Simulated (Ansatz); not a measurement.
## Several settings converged on BaPb (Cm, 4 atoms in the cell)

```xyz
4
Lattice="2.7021 -6.4133 0.0000 2.7021 6.4133 0.0000 0.0000 0.0000 4.9094" Properties=species:S:1:pos:R:3 pbc="T T T"
Ba     2.7021    -4.7070     3.7320
Ba     2.7021     4.7070     1.2273
Pb     2.7021    -0.9880     3.6820
Pb     2.7021     0.9880     1.2273
```

Base method: PBEsol, default PAW files made with PBE (plane waves; Ansatz, a first-principles code).

Base settings: basis.ecutwfc = 420 eV; kpoints.mp_grid.grid = 3 3 3; hamiltonian.xc = pbesol; hamiltonian.pseudopotentials = {kind: paw} (the program's default PAW files); scf.occupations.method = fermi_dirac; scf.occupations.width = 0.1 eV.

The count of work is k-points × plane waves × bands × iterations; it is no time. 

**The cutoff for other potential files**

Level: DFT, PBEsol, plane waves, harder PAW files (source: ansatz) made with PBE.

In this ladder: hamiltonian.pseudopotentials = {kind: paw, source: ansatz}.

The second cell is the first with its lattice scaled by 0.98.

The mesh stays at the base's, so the ladder's end is converged at best in this setting alone.

The first pressure column holds Ansatz's estimate of the finite-basis (Pulay) stress, which hides part of the cutoff error; the other is without it.

Only quantities that move along the ladder and can be compared are tabulated.

| basis.ecutwfc | free energy less the last step's (meV/atom) | energy of the compressed cell less the first (meV/atom) | pressure (GPa) | pressure without the Pulay estimate (GPa) | largest difference of a force vector from the last step's (eV/Å) | count of work / last |
|---|---|---|---|---|---|---|
| 260 eV | 9590.14 | 97.60 | -1.81 | -173.34 | 0.302 | 0.11 |
| 320 eV | 1752.35 | 6.01 | -1.51 | -42.67 | 0.030 | 0.15 |
| 405 eV | 123.83 | -10.28 | -1.45 | -5.72 | 0.005 | 0.21 |
| 495 eV | 3.43 | -10.61 | -1.42 | -1.62 | 0.000 | 0.28 |
| 580 eV | 0.22 | -10.71 | -1.42 | -1.42 | 0.000 | 0.35 |
| 695 eV | 0.17 | -10.71 | -1.42 | -1.42 | 0.000 | 0.46 |
| 870 eV | 0.09 | -10.71 | -1.42 | -1.42 | 0.000 | 0.65 |
| 1160 eV | 0.00 | -10.71 | -1.42 | -1.42 | 0.000 | 1.0 |

Coarsest basis.ecutwfc that holds the pressure within 0.05 GPa of the last step, with all finer ones: 405 eV, at 0.21 of the last step's count of work; the step before is off by 0.09 GPa.

Coarsest basis.ecutwfc that holds the forces within 0.02 eV/Å of the last step, with all finer ones: 405 eV, at 0.21 of the last step's count of work; the step before is off by 0.030 eV/Å.

Coarsest basis.ecutwfc that holds the energy of the compressed cell less the first within 1 meV/atom of the last step, with all finer ones: 405 eV, at 0.21 of the last step's count of work; the step before is off by 17 meV/atom.

The energy difference between the two cells stays within 1 meV/atom of the last step's from 405 eV on, the total only from 580 eV on: much of the error is common to both cells and cancels.

At the lowest cutoff the pressure without the Pulay estimate lies 172 GPa under the last step's, the usual sign of Pulay stress in an incomplete plane-wave basis.

**The relaxed cell against the cutoff**

On BaPb (Cmcm, 4 atoms in the cell): atoms on their sites.

In this ladder: relax = cell and atoms.

The mesh stays at the base's, so the ladder's end is converged at best in this setting alone.

Only quantities that move along the ladder and can be compared are tabulated.

| basis.ecutwfc | relaxed volume (Å³/atom) | relaxation steps |
|---|---|---|
| 210 eV | 41.591 | 55 |
| 250 eV | 40.333 | 37 |
| 295 eV | 40.270 | 10 |
| 355 eV | 40.248 | 5 |
| 420 eV | 40.205 | 5 |
| 505 eV | 40.203 | 5 |
| 630 eV | 40.204 | 5 |
| 840 eV | 40.203 | 5 |

Coarsest basis.ecutwfc that holds the relaxed volume within 0.201 Å³/atom of the last step, with all finer ones: 250 eV; the step before is off by 1.4 Å³/atom.

At the lowest cutoff the cell relaxes to a volume 3.5 % larger than at the highest. Ansatz relaxes on a stress corrected for the finite basis.

On the base run: the starting cell comes from a database of computed structures (which also holds hypothetical and non-ambient phases and stackings), without a prior relaxation at this level. Its lattice was rescaled by up to half a per cent. One atom was moved a little off its site on purpose. Without a gap this mesh is coarse (it stands for a supercell whose shortest vector is 15 Å).

Keys are those of Ansatz 0.2.
